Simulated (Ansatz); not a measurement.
## SnSe$_{2}$ in the CdI2 type structure (space group P-3m1, No. 164; layered, stacked along the Cartesian z axis)

```
CELL_PARAMETERS angstrom
      3.84018     0.00000     0.00000
     -1.92009     3.32569     0.00000
      0.00000     0.00000     6.00656
ATOMIC_POSITIONS crystal
  Sn 0.00000 0.00000 0.00000
  Se 0.33333 0.66667 0.26530
  Se 0.66667 0.33333 0.73470
```

Computed with PBE-D3(BJ) (Ansatz, a quantum-chemistry and plane-wave program; PAW; 420 eV plane waves; scalar-relativistic without spin-orbit coupling). Γ-centred 10×10×6 mesh, Fermi–Dirac width 0.05 eV.

| Item | Result |
|---|---|
| Volume per atom | 25.57 Å³ |
| Density | 5.99 g/cm³ |
| Band gap | 0.36 eV, indirect, K–Γ (79 % along) → k = (0, 0.400, 1/3) in the run's primitive reciprocal basis |
| Total energy | -5654.807 eV/atom (σ→0; compares only within this code and set-up) |

Stability against distortions was not tested.
